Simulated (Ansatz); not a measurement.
MnN (F-43m, No. 216, 2 atoms in the cell; start mp-1009130)

All values below come from PBEsol (Ansatz, an electronic-structure program, plane waves, PAW).

Numerical settings: plane-wave cutoff 520 eV, 22×22×22 k mesh, Fermi–Dirac smearing 0.05 eV, no spin polarisation, scalar-relativistic PAW data made under PBE.

Cell (relaxed at this level):

MnN is taken in the cubic space group F-43m (No. 216), the zinc blende structure, Pearson symbol cF8. Cell: a = b = c = 4.203 Å, α = β = γ = 90.00°. Mn on 4a is surrounded by 4 N at 1.820 Å (tetrahedral). N on 4c has 4 Mn at 1.820 Å (tetrahedral). (Neighbours: up to the widest gap in distance over summed covalent radii, below 1.35, at either atom; cation-cation and far metal-metal contacts left out.)
(The calculation used a cell of 2 atoms; values per cell refer to that cell.)

```json
{
  "band_gap": "0.00 eV (under three smearing widths, so not firm)",
  "smallest_direct_gap_on_the_k_points_sampled": "0.39 eV",
  "Γ–Γ gap": "4.26 eV",
  "bulk_modulus": "297 GPa"
}
```

Note: the run has no spin polarisation, so it can have missed a magnetic state; the relaxation could not lower the start's symmetry, so the cell can be a saddle point above a distorted one; the bulk modulus is −V dP/dV from two relaxed cells at ±2 % in volume.

Computed values are for the static lattice.

A start named mp-… is a Materials Project structure, which need not be a measured phase.
